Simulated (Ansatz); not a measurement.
## PbS2: element substitutions

Consider PbS₂ (space group I4/mcm, No. 140; a cell from a computed database, its experimental status unchecked).

```cif
data_Pb2S4
_chemical_formula_sum 'Pb2 S4'
_space_group_name_H-M_alt 'P 1'
_space_group_IT_number 1
_cell_length_a 5.68776
_cell_length_b 5.68776
_cell_length_c 5.68776
_cell_angle_alpha 115.492
_cell_angle_beta 115.492
_cell_angle_gamma 98.004
loop_
_space_group_symop_operation_xyz
  'x, y, z'
loop_
_atom_site_label
_atom_site_type_symbol
_atom_site_fract_x
_atom_site_fract_y
_atom_site_fract_z
_atom_site_occupancy
Pb1 Pb 0.75000 0.75000 0.00000 1
Pb2 Pb 0.25000 0.25000 0.00000 1
S1 S 0.12122 0.62122 0.74244 1
S2 S 0.87878 0.37878 0.25756 1
S3 S 0.62122 0.87878 0.50000 1
S4 S 0.37878 0.12122 0.50000 1
```

Each row replaces one element on all its sites; cell and atoms are relaxed.

Levels (all Ansatz, a quantum-chemistry and plane-wave program, PAW): PBEsol (420 eV, no SOC); r2SCAN (500 eV, without spin-orbit coupling).

Pressures by level, all at the geometries relaxed with PBEsol:

```tsv
case	PBEsol	r2SCAN
base	0.0 GPa	2.3 GPa
S → P	0.0 GPa	2.2 GPa
S → Se	0.0 GPa	(withheld)
S → O	0.0 GPa	(withheld)
```

Task: Complete the table.

Result: 
- S → Se, r2SCAN: 2.1 GPa
- S → O, r2SCAN: 1.9 GPa

Single points use the geometry relaxed with PBEsol. Their cutoffs differ, which shifts pressures a little. Whether these cells are dynamically stable was not tested. As relaxed here, PbP2 and PbO2 are hypothetical phases, not in the database extracts checked. For PbSe2 in this form, whether it has been made was not checked. All final runs are without spin polarisation.
